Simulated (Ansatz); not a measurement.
Amorphous In$_{12}$Ga$_{6}$Zn$_{6}$O$_{33}$, 57 atoms at 5.43 g/cm³, one PBE-relaxed geometry, zone centre. Methods: PBE, scalar-relativistic without spin-orbit coupling (Ansatz, a quantum-chemistry and plane-wave program); r2SCAN, scalar-relativistic without spin-orbit coupling (Ansatz); HSE06, scalar-relativistic without spin-orbit coupling (Ansatz); PBE0, scalar-relativistic without spin-orbit coupling (Ansatz). Plane waves to 420 eV (r2SCAN 500 eV); exact exchange is cut at the cell's faces. At PBE the levels at the filled edge of the gap are localised (band-tail or defect states), and the nearest spread-out levels lie 1.1 eV apart at the zone centre. All rungs ran without spin polarisation.

It comes from a melt-quench run on a machine-learned potential (CHGNet), relaxed afterwards by DFT. O atoms were pushed apart under 1.9 Å during the dynamics, to hinder bonds among them. The hot cell started wider than the set density and was brought back towards it in steps. It is the lowest in DFT energy of 2 quenches. It is a model cell: composition and starting density were chosen by hand, and all elements were melted together. No dispersion term was used. A short ab initio anneal came between quench and relaxation. Its density started from a set value of 5.43 and ended at 5.43 g/cm³. The quench (nominally 340 K/ps over its main leg) was far faster than any real one, so the model tends to hold more defects than a real film. Values belong to this one cell and scatter from quench to quench. The volume was held where the preparation left it and the shape relaxed, at a PBE pressure of -0.6 GPa (tension). Stress components on the final sampling reach 0.7 GPa.

The relaxation ran on the zone centre alone. At PBE the level gap is 0.76 eV on a 2×2×2 Γ-centred mesh, and the spacing at the zone centre alone 0.80 eV.

### Question
What zone-centre spacing does r2SCAN give, roughly?

### Answer
1.22 eV (+0.42 eV against PBE).

### Question
What zone-centre spacing does HSE06 give, roughly?

### Answer
2.32 eV (+1.52 eV against PBE).

### Question
What zone-centre spacing does PBE0 give, roughly?

### Answer
3.06 eV (+2.25 eV against PBE).

The highest filled and the lowest empty state spread over these numbers of atoms (participation numbers): PBE: 8.3 and 51.6; r2SCAN: 8.6 and 51.0; HSE06: 8.4 and 50.7; PBE0: 8.6 and 50.7.
